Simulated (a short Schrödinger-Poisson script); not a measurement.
Stack: gated Al0.3Ga0.7As/GaAs δ-doped gas, at 300 K.

| layer | material | thickness (nm) | Na (cm⁻³) |
|---|---|---|---|
| 1 | Al0.3Ga0.7As | 10 | - |
| 2 | Al0.3Ga0.7As | 10 | - |
| 3 | GaAs | 6000 | 5e15 |

The device is made up for the run: typed textbook-type constants, with dimensions and the other settings drawn at random. Al0.3Ga0.7As: permittivity 12.05, conduction-band edge (eV) 0.237, gap (eV) 1.798, electron mass (mₑ) 0.0919, Nv at 300 K (cm⁻³) 9e18. GaAs: permittivity 12.9, conduction-band edge (eV) 0, gap (eV) 1.424, Nv at 300 K (cm⁻³) 9e18.

Channel valleys (confinement mass, in-plane density-of-states mass, number): Γ 0.067, 0.067, 1. At the gate the conduction-band edge of layer 1 lies 0.99 eV − eVg above the Fermi level of the channel; the field vanishes at the back. Sheet of ionised δ-doping: +2.6e12 e/cm² at 10 nm from the gate. The barrier under the gate holds no holes. Gaps are held at their typed values at every temperature. Mesh 0.08 nm at interfaces.

From a short Schrödinger-Poisson script (our own, NumPy): 1D Poisson equation in equilibrium, electrons quantum, Hartree (BenDaniel-Duke, 40 states a valley, the channel's in-plane mass for all, wave functions free to enter the barrier), parabolic valleys, classical holes, full ionisation, no traps, pinning or gate leakage.

Problem. List the lowest subbands of each valley and their electrons at Vg = 0.5 V.

Solution. 
```tsv
valley	subband	energy from the Fermi level (meV)	electrons (cm⁻²)	share (%)
Γ	0	46.1	1.13e11	74.6
Γ	1	86.1	2.55e10	16.9
Γ	2	116.9	7.81e9	5.2
```

All electrons: 1.51e11 cm⁻².
